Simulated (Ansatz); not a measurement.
**Response to strain in TiO2**

Consider TiO2 in the anatase structure (space group I4_1/amd, No. 141).

TiO₂ has the tetragonal space group I4₁/amd, origin choice 1 (No. 141), the anatase structure, Pearson symbol tI12. Lattice parameters: a = b = 3.7393 Å, c = 9.4551 Å, α = β = γ = 90.00°. Ti on 4a sees 6 O at 1.911–1.967 Å. O on 8e sees 3 Ti at 1.911–1.967 Å. (Neighbours: up to the widest gap in distance over summed covalent radii, below 1.35, at either atom; cation-cation and far metal-metal contacts left out.)
(The calculation used a cell of 6 atoms; values per cell refer to that cell.)

Strains are applied to the cell and any free atomic positions relax.

Level of theory: Ansatz (a quantum-chemistry and plane-wave program), LDA, PAW, cutoff 420 eV, no spin-orbit coupling.

Notes on the quantities. energy relative to the base: free energy F.

```json
[
 {"case": "base", "volume per atom": "11.02 Å³", "energy relative to the base": "0 meV/atom", "largest internal atomic displacement": "–", "width of the top valence band": "0.86 eV"},
 {"case": "isotropic strain +0.60 %", "volume per atom": "11.22 Å³", "energy relative to the base": "+2.4 meV/atom", "largest internal atomic displacement": "–", "width of the top valence band": "0.83 eV"},
 {"case": "isotropic strain +1.20 %", "volume per atom": "11.42 Å³", "energy relative to the base": "…", "largest internal atomic displacement": "…", "width of the top valence band": "…"},
 {"case": "isotropic strain +1.80 %", "volume per atom": "11.62 Å³", "energy relative to the base": "+20 meV/atom", "largest internal atomic displacement": "0.021 Å", "width of the top valence band": "0.79 eV"},
 {"case": "isotropic strain +2.40 %", "volume per atom": "11.83 Å³", "energy relative to the base": "+35 meV/atom", "largest internal atomic displacement": "0.028 Å", "width of the top valence band": "0.77 eV"},
 {"case": "isotropic strain +3.00 %", "volume per atom": "12.04 Å³", "energy relative to the base": "+54 meV/atom", "largest internal atomic displacement": "0.036 Å", "width of the top valence band": "0.75 eV"}
]
```

Task: Complete the table.

Result: 
- isotropic strain +1.20 %, energy relative to the base: +9.2 meV/atom
- isotropic strain +1.20 %, largest internal atomic displacement: 0.014 Å
- isotropic strain +1.20 %, width of the top valence band: 0.81 eV

Whether these cells are dynamically stable was not tested. The final runs are not spin-polarised.
